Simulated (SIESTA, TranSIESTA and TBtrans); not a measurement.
Device: Pd chain with one Rh atom in place of Pd. Leads: straight Pd chain, spacing 2.5 Å. Geometry: 3 atoms about the centre moved by SIESTA (PBE, DZP) to a largest force of 0.00 eV/Å, all others as built, motion along the axis alone. Transport runs along z; the first 6 and the last 6 of the 19 atoms are the lead cells, repeated to infinity.

```xyz
19
Lattice="9.000 0.000 0.000 0.000 9.000 0.000 0.000 0.000 47.300" Properties=species:S:1:pos:R:3 pbc="F F T"
Pd     4.500     4.500     0.000
Pd     4.500     4.500     2.500
Pd     4.500     4.500     5.000
Pd     4.500     4.500     7.500
Pd     4.500     4.500    10.000
Pd     4.500     4.500    12.500
Pd     4.500     4.500    15.000
Pd     4.500     4.500    17.500
Pd     4.500     4.500    19.986
Rh     4.500     4.500    22.400
Pd     4.500     4.500    24.814
Pd     4.500     4.500    27.300
Pd     4.500     4.500    29.800
Pd     4.500     4.500    32.300
Pd     4.500     4.500    34.800
Pd     4.500     4.500    37.300
Pd     4.500     4.500    39.800
Pd     4.500     4.500    42.300
Pd     4.500     4.500    44.800
```
Starting moments (μB): atom 7 +0.7, atom 8 +0.7, atom 9 +0.7, atom 10 +1.5, atom 11 +0.7, atom 12 +0.7, atom 13 +0.7; lead atoms +0.7 (left) and +0.7 (right).

Run with TranSIESTA and TBtrans (open boundaries, self-consistent; PseudoDojo norm-conserving potentials, scalar-relativistic): Spin polarized, PAO.BasisSize DZP, PAO.EnergyShift 0.15 eV, XC.Authors PBE, Mesh.Cutoff 200 Ry, ElectronicTemperature 300 K, TS.Voltage 0.0 eV, TBT.Elecs.Eta 0.001 eV.

Energies count from the leads' Fermi level. Transmissions are for each spin. The energy step is 0.01 eV; narrower resonances are cut or missed.

```
E (eV)   T up  T down
------  -----  ------
-0.20    3.81    3.41
-0.15    3.51    3.33
-0.10    1.37    3.33
-0.05   0.994    3.33
0.00    0.979    3.32
0.05    0.973    3.31
0.10    0.971    3.28
0.15    0.971    3.25
0.20    0.973    3.20
```

### Question
Give the zero-bias conductance in μS and the resistance at 300 K.

### Answer
At the Fermi level the mean of both spins is (0.979 + 3.32)/2 = 2.15. Averaged with −∂f/∂E over the full grid (kT = 25.9 meV) it is 2.16. With G0 = 2e²/h = 77.48 μS, G = 167 μS and R = 1/G = 5.99 kΩ.

### Question
The eigenchannels at the Fermi level (both spins) transmit 0.979, 0.990, 0.830, 0.830, 0.670. What Fano factor of the shot noise follows at low temperature and bias?

### Answer
F = Σ τ(1 − τ)/Σ τ = 0.534/4.30 = 0.12.

The magnetic order of the leads was set by the start, and no other order was tried; the separate lead runs end at 0.76 (left) and 0.76 (right) μB an atom. The straight chain is held at its spacing; free chains may zigzag or dimerise.
